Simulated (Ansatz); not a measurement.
System: pyrite PtAs2. Method: LDA in Ansatz (PAW).

Numerical settings: plane-wave cutoff 520 eV, 6×6×6 k mesh, scalar-relativistic PAW data made under PBE.

Computed at the level's own relaxed cell.

Task: Predict the Poisson ratio, Young modulus, elastic constant C12, Voigt–Reuss–Hill shear modulus (Hill average), elastic constant C11 and elastic constant C44.

Result: 
* **Poisson ratio**: 0.254
* **Young modulus**: 242 GPa
* **elastic constant C12**: 75.2 GPa
* **Voigt–Reuss–Hill shear modulus (Hill average)**: 96.6 GPa
* **elastic constant C11**: 342 GPa
* **elastic constant C44**: 77.7 GPa

Elastic constants are with the ions relaxed.

Spin–orbit coupling is not included.

Computed values are for the static lattice.

Ansatz is a program for electronic structure.
